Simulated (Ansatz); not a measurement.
Base system: Na in the bcc (W type) structure (space group Im-3m, No. 229; a = 4.2223 Å).

All numbers come from r2SCAN (Ansatz, a program for electronic structure; PAW; 500 eV plane waves; scalar-relativistic without spin-orbit coupling), earlier PAW set.

For the base:

The density is 1.01 g/cm³ and the magnetic state is not spin-polarised. The shortest interatomic distance comes out as 3.657 Å and the largest site moment is 0.00 μB.

Perturbation: full substitution Na → Eu; the structure is relaxed again.

Question: Predict the new density, magnetic state, shortest interatomic distance and largest site moment.

Answer: The density goes up by 4.71 g/cm³ (1.01 g/cm³ → 5.72 g/cm³); the magnetic state becomes ferromagnetic (base: not spin-polarised); the shortest interatomic distance increases by 0.1979 Å to 3.854 Å; the largest site moment goes from zero to 7.32 μB.

The magnetic state is the one reached from the starting moments; the real material's order can differ, and small cells can't hold many antiferromagnetic ones. The state of the 4f shell was not checked for lower solutions. No phonon test of stability was made.
